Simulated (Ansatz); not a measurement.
Take GaN (space group P6_422, No. 181; a = 3.1637 Å, c = 7.4394 Å; a hypothetical phase, not in the database extracts checked) as the base.

(Cell as relaxed with PBE.)

Levels (all Ansatz, an electronic-structure program, PAW): PBE (420 eV, without spin-orbit coupling); PBEsol (420 eV, no spin-orbit coupling).

Each level relaxes its own structure.

```tsv
base	PBE	PBEsol
volume per atom	10.75 Å³	10.37 Å³
lattice parameter a	5.979 bohr	5.906 bohr
band gap	1.20 eV	1.47 eV
```

Now apply this change: electrons 2.0×10^22 cm⁻³, on a uniform background at fixed cell.

| quantity | PBE | PBEsol |
|---|---|---|
| Fermi level relative to the doped band's edge (positive inside the band; to 0.05 eV) | +2.85 eV | +2.65 eV |
| gap between the host's bands | 1.06 eV | 1.36 eV |
| gap character | direct at Γ | indirect, A → Γ |

PBE's Fermi level from band edge lies 0.20 eV above PBEsol's; PBE's gap between the host's bands lies 0.30 eV below PBEsol's; they disagree on the gap character. Neither level is exact; PBEsol is the comparison here, not a measurement.

Charged cell with a jellium background: band edges are those of the host's band count, energies are not comparable with the neutral cell, and many-body gap narrowing is missing. Whether these cells are dynamically stable was not tested. The base started in P3_121 and relaxed to P6_422 at this level.
